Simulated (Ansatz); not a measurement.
Consider AlN in the wurtzite structure (space group P6_3mc, No. 186; a = 3.114 Å, c = 4.983 Å).

Computed with PBEsol, PAW, 420 eV (Ansatz, a program for electronic structure; no spin-orbit coupling).

For the base:

The band gap is 4.09 eV, the valence-band top at Γ is 0.00, -0.22, -0.22 eV and the pressure comes out as 0.01 GPa.

It is then changed as follows: every lattice vector is shortened by 1.20 %, atoms relaxed at fixed cell.

**Question.** What does the calculation give for the energy relative to the base, band gap, valence-band top at Γ and pressure after the change?

**Answer.** The energy grows by 8.8 meV/atom; the band gap grows by 0.32 eV, from 4.09 eV to 4.41 eV; the valence-band top at Γ (three highest levels, from the VBM) becomes 0.00, -0.24, -0.24 eV (base: 0.00, -0.22, -0.22 eV); the pressure (mean of the normal stresses, compression positive) increases by 7.81 GPa, from 0.01 GPa to 7.82 GPa.

The cells carry an imposed strain or load. Gaps are Kohn–Sham eigenvalue differences; semilocal functionals usually give less than the measured gap. Stability against distortions was not tested.
